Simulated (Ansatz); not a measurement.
A zone-centre phonon calculation of NbC (Fm-3m, 2 atoms in the cell) with Ansatz (a quantum-chemistry and plane-wave program).

Method of the run: PBE (plane waves, PAW; Ansatz).

```xyz
2
Lattice="0.0000 2.2283 2.2283 2.2283 0.0000 2.2283 2.2283 2.2283 0.0000" Properties=species:S:1:pos:R:3 pbc="T T T"
Nb     0.0000     0.0000     0.0000
C      2.2283     2.2283     2.2283
```

Reference input (self-consistent single point, DFT, PBE, plane waves, default PAW files): basis.ecutwfc = 420 eV; kpoints.mp_grid.grid = 13 13 13; hamiltonian.xc = pbe; hamiltonian.pseudopotentials = {kind: paw} (the program's default PAW files); scf.occupations.method = fermi_dirac; scf.occupations.width = 0.1 eV. This run's input differs from it in these lines:

Ansatz 0.2 input:
```diff
@@ -13,3 +13,3 @@
   mp_grid:
-    grid: [13, 13, 13]
+    grid: [23, 23, 23]
 hamiltonian:
@@ -22,6 +22,4 @@
     width: 0.1
-output:
-  forces: true
-  eigenvalues: true
-  stress: true
+phonons:
+  method: dfpt
```

Output (repeated stretches shortened):

```
SCF iter   1: F=—  HF=-4804.320883 eV  |F-HF|=—  |Δ(HF+E_count)|=         —  Δρ=3.96e-3  dr2=4.27e-3  ethr=1.77e-3  ⟨swp⟩=5.1  Hψ=143570  notcnv=0  defer=236
all-band conjugate gradients solve this SCF's bands
automatic band count: the SCF goes on with 17 bands, as 13 were too few: the levels above may hold too much charge
preconditioner: auto → none
   [... lines left out ...]
SCF iter   4: F=—  HF=-4804.319879 eV  |F-HF|=—  |Δ(HF+E_count)|=   2.70e-5  Δρ=8.58e-5  dr2=1.23e-6  ethr=6.61e-7  ⟨swp⟩=1.3  Hψ=15081  notcnv=0  defer=256
SCF iter   5: F=—  HF=-4804.319879 eV  |F-HF|=—  |Δ(HF+E_count)|=   2.99e-7  Δρ=2.40e-5  dr2=7.93e-8  ethr=7.23e-9  ⟨swp⟩=2.7  Hψ=21813  notcnv=0  defer=256
SCF iter   6: F=—  HF=-4804.319879 eV  |F-HF|=—  |Δ(HF+E_count)|=   3.01e-8  Δρ=2.31e-6  dr2=1.50e-9  ethr=4.66e-10  ⟨swp⟩=2.3  Hψ=17618  notcnv=0  defer=256
SCF iter   7: F=-4804.319879 eV  HF=-4804.319879 eV  |F-HF|=9.09e-13  |Δ(HF+E_count)|=  2.56e-10  Δρ=1.97e-7  dr2=3.44e-12  ethr=1.00e-12  ⟨swp⟩=7.5  Hψ=78202  notcnv=0
SCF 1 converged in 7 iterations: F = -4804.319879 eV  dr2 = 3.44e-12
DFPT response loops at Γ: preconditioner auto → Kerker (q_TF=auto, 2.611 Å⁻¹) (partly filled bands, converged f_vac=0.000) …
Free energy (F): -4804.319879 eV
Internal energy: -4804.296276 eV  (E = F + TS)
E sigma→0 (E₀):  -4804.308078 eV
Entropy (-TS):   -0.023603 eV (-11.802 meV/atom)
Fermi energy:    18.991976 eV
--- Phonons (Γ-DFPT): 2 representative perturbations + reference, on 936 of 12167 k-points (Σ response iterations 6) ---
  k mesh reduced under 8 symmetry operations, with k and −k counted as one. Each operation leaves every solved perturbation unchanged …
  ASR residual: 6.671e-4 → 0.000e0 eV/Å²; symmetrization residual: 2.089e-6 eV/Å²
  ASR residual per site (eV/Å²): 6.67e-4 1.39e-5
  Γ frequencies (cm⁻¹): 0.00 0.00 0.00 536.95 536.95 536.95
  non-analytic LO–TO correction: not included (Born effective charges unavailable; polar crystals: no LO–TO splitting at Γ)
```

The run converged in 7 iterations. 

Summary of the result:
```
Item                                                                      Result
--------------------------------------------------------  ----------------------
Free energy E − TS (on the zero of these files)                    -4804.3199 eV
Fermi level (on the code's own zero)                                    18.99 eV
Zone-centre frequencies (cm⁻¹; negative means imaginary)  0, 0, 0, 537, 537, 537
```

The starting cell has typed, rounded lattice constants, without a prior relaxation at this level. Its lattice was rescaled by up to half a per cent. Spin polarisation is off.

Cost on one core of a shared machine: roughly 2 min.
